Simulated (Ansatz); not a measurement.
**TaTlO₃ (Pm-3m, No. 221, 5 atoms in the cell; start mp-861873): smallest direct gap on the k points sampled by level of theory**

No measured value is used here.

```csv
level (code),value (eV)
LDA (Ansatz),0.60
PBEsol+SOC (Ansatz),0.59
r²SCAN+SOC (Ansatz),0.90
HSE06+SOC (Ansatz),1.43
r²SCAN0 (Ansatz),2.38
```

At these levels the smallest gap is indirect and lower: PBEsol+SOC 0.48, r²SCAN+SOC 0.78, HSE06+SOC 1.31 eV. Computed values are for a static lattice. Levels without +SOC have no spin–orbit coupling; where heavier elements are present it shifts gaps, mostly down, and can invert bands.  Values are at the PBEsol cell. Cutoffs and k meshes differ between the levels. Ansatz's density-functional and Hartree–Fock values are scalar-relativistic unless marked +SOC, with PAW data made under PBE.

A start named mp-… is a Materials Project structure, which need not be a measured phase.

Ansatz is an electronic-structure program.
